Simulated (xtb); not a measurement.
xtb 6.7.1, GFN2-xTB: Ge(H)(Vi)(OEt)2 (C=[CH][GeH]([O]CC)[O]CC), 23 atoms. The geometry is a generated start, not checked to be a minimum at this level.

```yaml
method: GFN2-xTB
"--acc": 1 (default)
"--etemp (K)": 300 (default)
detailed input (--input): "none: ANC optimiser, Lindh (1995) Hessian, microcycle=20, maxdispl=1.0, hlow=0.01 (default)"
basis_functions: 56
valence_electrons: 54
```

```xyz
23

Ge     0.2468     0.8313    -0.5256
C      0.6004     2.5015     0.4460
C      0.3873     3.7065    -0.0535
O      1.7073    -0.1104    -0.4470
C      1.8440    -1.5198    -0.3711
C      2.7638    -1.8790     0.7860
O     -0.9525    -0.1973     0.2752
C     -2.3579    -0.0755     0.2356
C     -2.9719    -1.3373    -0.3550
H     -0.2173     1.0633    -1.9691
H      0.9686     2.3922     1.4585
H      0.5751     4.6072     0.5124
H      0.0264     3.8450    -1.0617
H      0.8691    -1.9949    -0.2298
H      2.2730    -1.8707    -1.3164
H      2.3262    -1.5372     1.7196
H      3.7283    -1.3960     0.6580
H      2.9040    -2.9552     0.8295
H     -2.6627     0.7958    -0.3553
H     -2.7090     0.0678     1.2631
H     -2.5819    -1.4980    -1.3572
H     -4.0531    -1.2419    -0.4000
H     -2.7141    -2.1974     0.2576
```

The structure is relaxed from this start with --opt LEVEL for the levels crude, sloppy, loose, lax, normal, tight, vtight, extreme, once each. Up to the end of the extreme run atoms move by at most 2.4 Å along an axis.

Task: Choose the cheapest level whose final energy lies within 1 meV of that of extreme.

Result: normal: 81 cycles against 95, ending 0.28 meV above.

| level | cycles | energy above the extreme run (meV) | gradient norm (eV/Å) |
|---|---|---|---|
| crude | 1 | 100 | 0.12 |
| sloppy | 1 | 100 | 0.12 |
| loose | 1 | 100 | 0.12 |
| lax | 1 | 100 | 0.12 |
| normal | 81 | 0.28 | 0.048 |
| tight | 85 | 0.013 | 0.011 |
| vtight | 90 | under 0.01 | 0.0068 |
| extreme | 95 | — | 0.0026 |
